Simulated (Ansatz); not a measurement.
Start from BN in the wurtzite structure (space group P6_3mc, No. 186).

```
CELL_PARAMETERS angstrom
      2.52320     0.00000     0.00000
     -1.26160     2.18516     0.00000
      0.00000     0.00000     4.17514
ATOMIC_POSITIONS crystal
  B  0.33333 0.66667 0.00030
  B  0.66667 0.33333 0.50030
  N  0.33333 0.66667 0.37470
  N  0.66667 0.33333 0.87470
```

Cartesian axes are those of the cell as printed.

All numbers come from Ansatz (a program for electronic structure), LDA, PAW, cutoff 420 eV, scalar-relativistic without spin-orbit coupling.

Base values:

The band gap comes out as 4.93 eV and the valence-band top at Γ is 0.00, 0.00, -0.29 eV.

Modification: biaxial strain +2.40 %, plane normal [001], relaxed out of plane (Cartesian); in-plane vectors clamped, the third vector and the atoms free.

What does the calculation give for the band gap, valence-band top at Γ and out-of-plane strain after the change?

The band gap goes up by 0.19 eV (4.93 eV → 5.12 eV); the valence-band top at Γ (three highest levels, from the VBM) becomes 0.00, 0.00, -0.18 eV (base: 0.00, 0.00, -0.29 eV); the out-of-plane strain is -0.28 %.

Stability against distortions was not tested.
